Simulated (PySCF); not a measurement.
PySCF 2.14.0, WB97X/def2-svp, df: Mo(NH)(NMe)(NH2)(Me) (C[N]=[Mo]([CH3])(=[NH])[NH2]), 15 atoms. The geometry is a generated start, not checked to be a minimum at this level.

```yaml
task: energy
method: wb97x
basis: def2-svp
two_electron_scheme: density fitting
mol.max_memory: 3000 MB
mf.max_cycle: 100
mf.init_guess: minao (default)
mf.DIIS: CDIIS (default)
mf.diis_space: 8 (default)
mf.conv_tol: 1e-09 (default)
mf.grids.level: 3 (default)
effective_core_potentials: those of the basis set, past Kr
basis_functions: 146
grid_points: 180656
```

```xyz
15

Mo    -0.2043    -0.6325     0.1966
N      0.7364    -2.0680     0.4682
H      1.3882    -2.8473     0.4529
N      0.2665     0.4686    -1.0716
C      0.8918     1.1277    -2.1554
H      0.1914     1.7831    -2.6899
H      1.7258     1.7453    -1.7984
H      1.2965     0.3998    -2.8753
N     -2.1126    -0.8929     0.2396
H     -2.8110    -0.2995    -0.2130
H     -2.6066    -1.6930     0.6453
C      0.2558     0.5544     1.9487
H      1.3140     0.8283     2.0481
H     -0.0206     0.0283     2.8755
H     -0.3113     1.4977     1.9288
```

Charge 0 and multiplicity 1 are set for this test and not shown to be the ground state.

One run each on 2 threads, 1 BLAS thread. Values of level_shift (Hartree) tried: 0 (default), 0.1, 0.3, 1.

Q: Predict the course of the Fock builds along this series.

A: Fewest Fock builds, within one of each other: 0 (default) with 16, 0.1 with 17. The count rises to 31 at 1. All converge to one solution.

```csv
level_shift (Hartree),Fock builds,end
0 (default),16,same solution
0.1,17,same solution
0.3,19,same solution
1,31,same solution
```
